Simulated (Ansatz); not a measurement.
The starting structures come from a database of crystals and need not be the phases stable at ambient conditions.

Tunnelling through a barrier is set by its complex band structure: the current falls as exp(−2κd) with the smallest κ.

Given:

```
CELL_PARAMETERS angstrom
      6.29157     0.00000     0.00000
      0.00000     9.52665     0.00000
      3.14578     0.00000     3.14578
ATOMIC_POSITIONS crystal
  Ba 0.00000 0.65883 0.50000
  Ba 0.50000 0.34117 0.50000
  Cu 0.00000 0.00000 0.00000
  Cu 0.50000 0.00000 0.00000
  Te 0.50000 0.84088 0.50000
  Te 0.00000 0.15912 0.50000
  F  0.50000 0.50000 0.00000
  F  0.00000 0.50000 0.00000
```

The cell is taken as given; by r2SCAN it stands under a pressure of -1.4 GPa.

Transport runs along the normal of the first two printed cell vectors, the (110) plane of the conventional cell.

The gap is the functional's own, uncorrected, and κ follows it; spin-orbit coupling is left out. Mid-gap means the computed energy nearest the middle.

Q: Predict the band gap and the smallest decay constant κ at mid-gap from Ansatz (an electronic-structure program) with r2SCAN.

A: Gap 1.24 eV on a 10×4×10 mesh; κ = 0.180 1/Å, at (0.000, 0.500) of the in-plane reciprocal vectors. At the zone centre the slowest state has κ = 0.19 1/Å.
